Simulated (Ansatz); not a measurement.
Take Ag in the fcc (Cu type) structure (space group Fm-3m, No. 225; a = 4.054 Å; relaxed with 0.1 eV smearing) as the base. Axes: x, y, z lie along the cube axes.

Method: plane-wave PAW DFT at the PBEsol level (Ansatz, an electronic-structure program, 420 eV), no spin-orbit coupling.

Strains are applied to the cell and any free atomic positions relax; under biaxial strain the out-of-plane vector relaxes too.

One change was made to it. Results:

The energy goes up by 7.7 meV/atom; the pressure (mean of the normal stresses, compression positive) goes from zero to 2.1 GPa.

What was done to the base?
A. biaxial strain −2.50 %, plane normal [001], relaxed out of plane
B. biaxial strain +1.00 %, plane normal [001], relaxed out of plane
C. biaxial strain −2.00 %, plane normal [001], relaxed out of plane

A, biaxial strain −2.50 %, plane normal [001], relaxed out of plane. For comparison, the energy relative to the base in the other runs: biaxial strain +1.00 %, plane normal [001], relaxed out of plane gives +0.9 meV/atom; biaxial strain −2.00 %, plane normal [001], relaxed out of plane gives +4.8 meV/atom.

Whether these cells are dynamically stable was not tested.
